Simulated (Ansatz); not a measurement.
We look at the formation energy of Si_Cu in Cu (fcc, Fm-3m). Reaction: Si (diamond) + 63 Cu (fcc) → cell A.

Cell A: a supercell of 64 sites of Cu (fcc, Fm-3m) with Si on a Cu site (12 Cu at 2.56 Å); spin state with PBE: run without spin, k-point mesh 5×5×5.
```yaml
crystal:
  lattice:
    - [10.26429, 0.00000, 0.00000]
    - [5.13214, 8.88913, 0.00000]
    - [5.13214, 2.96304, 8.38075]
  atoms:
    - { symbol: Cu, position: [0.00000, 0.00000, 0.00000] }
    - { symbol: Cu, position: [0.00000, 0.00000, 0.25020] }
    - { symbol: Cu, position: [0.00000, 0.00000, 0.50000] }
    - { symbol: Cu, position: [0.00000, 0.00000, 0.74980] }
    - { symbol: Cu, position: [0.00000, 0.25020, 0.00000] }
    - { symbol: Cu, position: [0.99998, 0.25013, 0.25013] }
    - { symbol: Cu, position: [0.99998, 0.25013, 0.49976] }
    - { symbol: Cu, position: [0.00000, 0.25020, 0.74980] }
    - { symbol: Cu, position: [0.00000, 0.50000, 0.00000] }
    - { symbol: Cu, position: [0.99998, 0.49976, 0.25013] }
    - { symbol: Cu, position: [0.00000, 0.50000, 0.50000] }
    - { symbol: Cu, position: [0.00002, 0.50024, 0.74987] }
    - { symbol: Cu, position: [0.00000, 0.74980, 0.00000] }
    - { symbol: Cu, position: [0.00000, 0.74980, 0.25020] }
    - { symbol: Cu, position: [0.00002, 0.74987, 0.50024] }
    - { symbol: Cu, position: [0.00002, 0.74987, 0.74987] }
    - { symbol: Cu, position: [0.25020, 0.00000, 0.00000] }
    - { symbol: Cu, position: [0.25013, 0.99998, 0.25013] }
    - { symbol: Cu, position: [0.25013, 0.99998, 0.49976] }
    - { symbol: Cu, position: [0.25020, 0.00000, 0.74980] }
    - { symbol: Cu, position: [0.25013, 0.25013, 0.99998] }
    - { symbol: Cu, position: [0.25000, 0.25000, 0.25000] }
    - { symbol: Cu, position: [0.25013, 0.25013, 0.49976] }
    - { symbol: Cu, position: [0.24880, 0.24880, 0.75120] }
    - { symbol: Cu, position: [0.25013, 0.49976, 0.99998] }
    - { symbol: Cu, position: [0.25013, 0.49976, 0.25013] }
    - { symbol: Cu, position: [0.25085, 0.50000, 0.50000] }
    - { symbol: Cu, position: [0.25085, 0.50000, 0.74915] }
    - { symbol: Cu, position: [0.25020, 0.74980, 0.00000] }
    - { symbol: Cu, position: [0.24880, 0.75120, 0.24880] }
    - { symbol: Cu, position: [0.25085, 0.74915, 0.50000] }
    - { symbol: Cu, position: [0.24880, 0.75120, 0.75120] }
    - { symbol: Cu, position: [0.50000, 0.00000, 0.00000] }
    - { symbol: Cu, position: [0.49976, 0.99998, 0.25013] }
    - { symbol: Cu, position: [0.50000, 0.00000, 0.50000] }
    - { symbol: Cu, position: [0.50024, 0.00002, 0.74987] }
    - { symbol: Cu, position: [0.49976, 0.25013, 0.99998] }
    - { symbol: Cu, position: [0.49976, 0.25013, 0.25013] }
    - { symbol: Cu, position: [0.50000, 0.25085, 0.50000] }
    - { symbol: Cu, position: [0.50000, 0.25085, 0.74915] }
    - { symbol: Cu, position: [0.50000, 0.50000, 0.00000] }
    - { symbol: Cu, position: [0.50000, 0.50000, 0.25085] }
    - { symbol: Si, position: [0.50000, 0.50000, 0.50000] }
    - { symbol: Cu, position: [0.50000, 0.50000, 0.74915] }
    - { symbol: Cu, position: [0.50024, 0.74987, 0.00002] }
    - { symbol: Cu, position: [0.50000, 0.74915, 0.25085] }
    - { symbol: Cu, position: [0.50000, 0.74915, 0.50000] }
    - { symbol: Cu, position: [0.50024, 0.74987, 0.74987] }
    - { symbol: Cu, position: [0.74980, 0.00000, 0.00000] }
    - { symbol: Cu, position: [0.74980, 0.00000, 0.25020] }
    - { symbol: Cu, position: [0.74987, 0.00002, 0.50024] }
    - { symbol: Cu, position: [0.74987, 0.00002, 0.74987] }
    - { symbol: Cu, position: [0.74980, 0.25020, 0.00000] }
    - { symbol: Cu, position: [0.75120, 0.24880, 0.24880] }
    - { symbol: Cu, position: [0.74915, 0.25085, 0.50000] }
    - { symbol: Cu, position: [0.75120, 0.24880, 0.75120] }
    - { symbol: Cu, position: [0.74987, 0.50024, 0.00002] }
    - { symbol: Cu, position: [0.74915, 0.50000, 0.25085] }
    - { symbol: Cu, position: [0.74915, 0.50000, 0.50000] }
    - { symbol: Cu, position: [0.74987, 0.50024, 0.74987] }
    - { symbol: Cu, position: [0.74987, 0.74987, 0.00002] }
    - { symbol: Cu, position: [0.75120, 0.75120, 0.24880] }
    - { symbol: Cu, position: [0.74987, 0.74987, 0.50024] }
    - { symbol: Cu, position: [0.75000, 0.75000, 0.75000] }
```

Reference: Si (diamond, Fd-3m), 2 atoms in the cell, k-point mesh 10×10×10 on the run's own vectors. Conventional cell: a = b = c = 5.470 Å, α = β = γ = 90.00°.

Reference: Cu (fcc, Fm-3m), 64 atoms in the cell, the relaxed perfect crystal repeated, atoms not moved again; spin state with PBE: run without spin, k-point mesh 5×5×5 on the run's own vectors.

Plane-wave PAW calculations with Ansatz (a first-principles code), its PAW set soft_1, cutoff 420 eV. The structures are at rest with PBE, within the held lattices. Neutral cells; Fermi-Dirac smearing of at most 0.10 eV in the solids, energies taken to zero width. Larger cells are relaxed from a start prepared with the learned potential CHGNet, on a coarser mesh till forces fall under 0.03 eV/Å, which some starts already meet. A dispersion term (D3(BJ), or D4 for r2SCAN) was computed beside these levels and is taken off wherever the name lacks it. Space groups of crystals are read within 0.01 Å. Nuclei at rest; no vibrational terms. The structures are the rest points that the relaxations reached, not proven lowest. No correction for cell size. Mesh and cell size may move defect energies by 0.1 eV or more. Cell A has symmetry Fm-3m within 0.02 Å and got no random move, so less symmetric positions, which may lie lower, weren't tried.

What is the computed value (PBE)?

-0.27 eV, for Si (diamond) + 63 Cu (fcc) → cell A.
